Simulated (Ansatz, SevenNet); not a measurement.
# Lattice parameter a of VSi2 (P6₂22, No. 180) at several levels of theory

No measured value is used here.

```tsv
level (code)	value (Å)
SevenNet-0 (SevenNet)	4.563
LDA (Ansatz)	4.491
PBE (Ansatz)	4.565
PBEsol (Ansatz)	4.522
PBE-D3(BJ) (Ansatz)	4.497
PBE-D4 (Ansatz)	4.513
r²SCAN (Ansatz)	4.530
```

The crystal itself was run without spin with LDA, PBE, PBEsol, PBE-D3(BJ), PBE-D4, r²SCAN. Ansatz's density-functional and Hartree–Fock values are scalar-relativistic unless marked +SOC, with PAW data made under PBE.

Machine-learned potentials (SevenNet-0) are trained on DFT data, which may include these solids.

Ansatz is a program for electronic structure.
